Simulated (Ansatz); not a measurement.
Functionals compared on the (111) surface of fcc Al, clean 1x1 (bottom of the slab: a bare face, its two planes held), in Ansatz (plane waves, PAW). The structure was relaxed with PBE; the other rows are single points on it. Cutoff 420 eV (500 eV for r2SCAN).

Model: 6-atom slab, 11.7 Å thick at the start with caps and adatoms (thin: gaps and levels are the slab's own), 15x15x1 mesh, Fermi-Dirac 0.1 eV, dipole correction, 2 atoms held, the rest relaxed; symmetry of the start imposed; no spin, no spin-orbit, no U. These notes are the PBE run's.

```json
[
 {"functional": "PBE", "work function of the top face (eV)": "4.03", "rough cost of the single point": "–"},
 {"functional": "LDA", "work function of the top face (eV)": "[?]", "rough cost of the single point": "roughly 4 core-seconds"},
 {"functional": "PBEsol", "work function of the top face (eV)": "4.09", "rough cost of the single point": "about 4 core-seconds (a rough figure)"},
 {"functional": "RPBE", "work function of the top face (eV)": "3.96", "rough cost of the single point": "about 4 core-seconds (a rough figure)"},
 {"functional": "r2SCAN", "work function of the top face (eV)": "4.08", "rough cost of the single point": "around 8 core-seconds (rough)"}
]
```

Q: Some entries are withheld; supply them.

A: 
- LDA, work function of the top face (eV): 4.19

Ansatz is a quantum-chemistry and plane-wave program.
